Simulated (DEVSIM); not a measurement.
Structure: isotype n-n heterojunction Al0.2Ga0.8As/GaAs, at 250 K.

| layer (left to right) | material | thickness (μm) | Nd (cm⁻³) | τn (s) | τp (s) |
|---|---|---|---|---|---|
| 1 | Al0.2Ga0.8As | 0.110 | 1.1e16 | 2.5e-9 | 2.5e-9 |
| 2 | GaAs | 0.140 | 1.5e17 | 2.5e-9 | 2.5e-9 |

Left contact: ohmic. Right contact: ohmic. Voltage is applied to the left contact. Recombination: SRH at mid-gap, Auger. Mobility is μmin + (μ − μmin)/(1 + (N/Nref)^α).

Constants are typed, rounded textbook-type inputs, not results; the design itself was drawn at random and stands for no fabricated device. Values at 300 K; Nc and Nv go as T^1.5, mobilities as T to minus their exponent, the gap by Varshni's rule with the affinity fixed.

| parameter | Al0.2Ga0.8As | GaAs |
|---|---|---|
| gap (eV) | 1.6734 | 1.424 |
| affinity (eV) | 3.912 | 4.07 |
| permittivity | 12.33 | 12.9 |
| Nc (cm⁻³) | 6.04e17 | 4.7e17 |
| Nv (cm⁻³) | 9e18 | 9e18 |
| μn (cm²/Vs) | 4980 | 8500 |
| μp (cm²/Vs) | 250 | 400 |
| μn,min | 500 | 500 |
| μp,min | 20 | 20 |
| Nref,n | 6e16 | 6e16 |
| Nref,p | 1.5e17 | 1.5e17 |
| αn | 0.39 | 0.39 |
| αp | 0.38 | 0.38 |
| T exponent of μn | 2.1 | 2.1 |
| T exponent of μp | 2.2 | 2.2 |
| Cn (cm⁶/s) | 1e-30 | 1e-30 |
| Cp (cm⁶/s) | 1e-30 | 1e-30 |
| Varshni α (eV/K) | 0.000541 | 0.000541 |
| Varshni β (K) | 204 | 204 |

DEVSIM, 1D drift-diffusion, Boltzmann statistics, complete ionisation; no tunnelling, impact ionisation, image-force lowering or self-heating. Band offsets follow the typed affinities; no thermionic-emission limit at abrupt steps, no polarisation charge.

Base results: potential step across the device at zero bias (V) 0.096.

### Question
What follows from this one change: doping Nd of layer 1 1.1e+16 → 1.1e+15 cm^-3?

### Answer
potential step across the device at zero bias 0.096 → 0.047 V.

### Question
What follows from this one change: doping Nd of layer 2 1.5e+17 → 4.5e+16 cm^-3?

### Answer
potential step across the device at zero bias 0.096 → 0.122 V.

### Question
What follows from this one change: temperature 250 → 400 K?

### Answer
potential step across the device at zero bias 0.096 → 0.059 V.
